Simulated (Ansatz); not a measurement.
The starting structures come from a database of crystals and need not be the phases stable at ambient conditions.

Consider the following.

```xyz
16
Lattice="8.1559 0.0000 0.0000 0.0000 8.1559 0.0000 4.0780 -4.0780 7.4976" Properties=species:S:1:pos:R:3 pbc="T T T"
Cs     8.1559     0.0000     3.7488
Cs     4.0780     4.0779     3.7488
Pb     1.3583     2.7197     0.0000
Pb     6.7976     5.4362     0.0000
Pb     5.4362     1.3583     0.0000
Pb     2.7197     6.7976     0.0000
Cl     0.0000     0.0000     0.0000
Cl     4.0780     4.0780     0.0000
Cl     1.2594     5.3373     1.8533
Cl    10.9745    -1.2594     5.6443
Cl     2.8186     1.2594     1.8533
Cl     9.4153     2.8186     5.6443
Cl     6.8965     2.8186     1.8533
Cl     5.3373     1.2594     5.6443
Cl     5.3373     6.8965     1.8533
Cl     6.8965    -2.8186     5.6443
```

Space group of this cell: I4/mcm. The cell is taken as given; by PBEsol its mean pressure is -1.2 GPa.

Transport runs along the normal of the first two printed cell vectors, the (001) plane of the conventional cell.

The gap is the functional's own, uncorrected, and κ follows it; spin-orbit coupling is left out. Mid-gap values are interpolated between the computed energies.

Estimate the band gap and the smallest decay constant κ at mid-gap that PBEsol run with Ansatz (an electronic-structure program) returns for this system.

Gap 3.73 eV on a 4×4×4 mesh; κ = 0.451 1/Å, at the zone centre.
